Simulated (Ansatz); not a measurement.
Structures of equal composition on the (100) surface of rock-salt TiN: Ta on all Ti sites of the second plane; Ta on all Ti sites of the top plane. The slabs share one bottom face, and each structure is named by its start. These are constructed structures in small cells; real faces may alloy, dewet or reconstruct in larger ones, and not all known structures of the face are among them. Slabs of about 10 Å, Fermi-Dirac smearing of 0.1 eV. Bottom of the slabs: a bare face, its two planes held. Relaxed from the named starts with such symmetry as they have, on meshes of like density; energies extrapolated to zero smearing; spin only where a row says so; no spin-orbit coupling, no U. Brackets mark spin-polarised runs, whose order is one that fits the cell.

Level of theory: r2SCAN, at the PBE geometry (plane waves to 500 eV, PAW; Ansatz, a program for electronic structure).

**Question.** Rank these by energy per 1x1 cell (lowest first), as r2SCAN, at the PBE geometry gives it.

**Answer.** Ta on all Ti sites of the top plane (0.000 eV), Ta on all Ti sites of the second plane (0.307 eV)
